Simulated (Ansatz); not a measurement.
Pressure series in Pd

Take Pd in the fcc (Cu type) structure (space group Fm-3m, No. 225; a = 3.9083 Å) as the base.

Cell and atoms are relaxed at each pressure.

Calculations: r2SCAN (Ansatz, a quantum-chemistry and plane-wave program), no spin-orbit coupling.

```
P (GPa)  V (Å³/atom)
-------  -----------
-2.00         15.094
-1.00         15.008
0.30          14.901
0.70          14.869
1.49          14.807
2.99          14.695
4.99          14.553
7.49          14.387
9.99          14.232
```

Q: Fit a third-order Birch–Murnaghan equation of state.

A: Least squares on P(V) = (3B₀/2)[(V₀/V)^(7/3) − (V₀/V)^(5/3)]·[1 + (3/4)(B₀′ − 4)((V₀/V)^(2/3) − 1)] gives V₀ = 14.93 Å³/atom, B₀ = 184 GPa and B₀′ = 5.6.

Load acts through the strain it causes; cell and atoms are relaxed under it. Stability against distortions was not tested. Competing high-pressure phases were not computed. All final runs are without spin polarisation. Pd has a high density of states at the Fermi level and may be magnetic at this level.
